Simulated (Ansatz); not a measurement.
**A computed series for Ti: response to strain**

Take Ti in the hcp (Mg type) structure (space group P6_3/mmc, No. 194; relaxed with 0.1 eV smearing) as the base.

```yaml
crystal:
  lattice:
    - [2.90164, 0.00000, 0.00000]
    - [-1.45082, 2.51289, 0.00000]
    - [0.00000, 0.00000, 4.59296]
  atoms:
    - { symbol: Ti, position: [0.66667, 0.33333, 0.75000] }
    - { symbol: Ti, position: [0.33333, 0.66667, 0.25000] }
```

Cartesian axes are those of the cell as printed.

Strains are applied to the cell and any free atomic positions relax.

Method: DFT with PBEsol, PAW potentials and a 420 eV plane-wave cutoff in Ansatz (a program for electronic structure), spin-orbit coupling left out.

Notes on the quantities. energy relative to the base: free energy F.

```json
[
 {"variant": "base", "shortest interatomic distance": "284.3 pm", "energy relative to the base": "0 meV/atom"},
 {"variant": "tensor shear ε_xz = +0.29 %", "shortest interatomic distance": "283.6 pm", "energy relative to the base": "+0.1 meV/atom"},
 {"variant": "tensor shear ε_xz = +0.86 %", "shortest interatomic distance": "282.2 pm", "energy relative to the base": "+0.6 meV/atom"},
 {"variant": "tensor shear ε_xz = +2.00 %", "shortest interatomic distance": "[?]", "energy relative to the base": "[?]"},
 {"variant": "tensor shear ε_xz = +1.71 %", "shortest interatomic distance": "280.3 pm", "energy relative to the base": "+2.4 meV/atom"},
 {"variant": "tensor shear ε_xz = +1.43 %", "shortest interatomic distance": "280.9 pm", "energy relative to the base": "+1.6 meV/atom"},
 {"variant": "tensor shear ε_xz = +1.14 %", "shortest interatomic distance": "281.6 pm", "energy relative to the base": "+1.0 meV/atom"},
 {"variant": "tensor shear ε_xz = +0.57 %", "shortest interatomic distance": "282.9 pm", "energy relative to the base": "+0.3 meV/atom"}
]
```

Q: What belongs in the blanks?

A: 
- tensor shear ε_xz = +2.00 %, shortest interatomic distance: 279.6 pm
- tensor shear ε_xz = +2.00 %, energy relative to the base: +3.2 meV/atom

Whether these cells are dynamically stable was not tested. All final runs are without spin polarisation.
